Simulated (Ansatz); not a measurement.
Start from BN in the zinc blende structure (space group F-43m, No. 216; a = 3.610 Å). Axes: x, y, z lie along the cube axes.

Calculations: r2SCAN/PAW in Ansatz (an electronic-structure program), no SOC.

For the base:

The volume per atom is 5.88 Å³ and the valence-band top at Γ is 0.00, 0.00, 0.00 eV.

Modification: biaxial strain −2.50 %, plane normal [001], relaxed out of plane (Cartesian); in-plane vectors clamped, the third vector and the atoms free.

**Question.** What does the calculation give for the energy relative to the base after the change?

**Answer.** The energy goes up by 22 meV/atom.

**Question.** How does this affect the volume per atom?

**Answer.** The volume per atom falls by 0.23 Å³ (5.88 Å³ → 5.65 Å³).

**Question.** Estimate the effect on the valence-band top at Γ.

**Answer.** The valence-band top at Γ (three highest levels, from the VBM) goes from 0.00, 0.00, 0.00 eV to 0.00, 0.00, -0.39 eV.

The levels and masses belong to the bands next to the band gap. Stability against distortions was not tested.
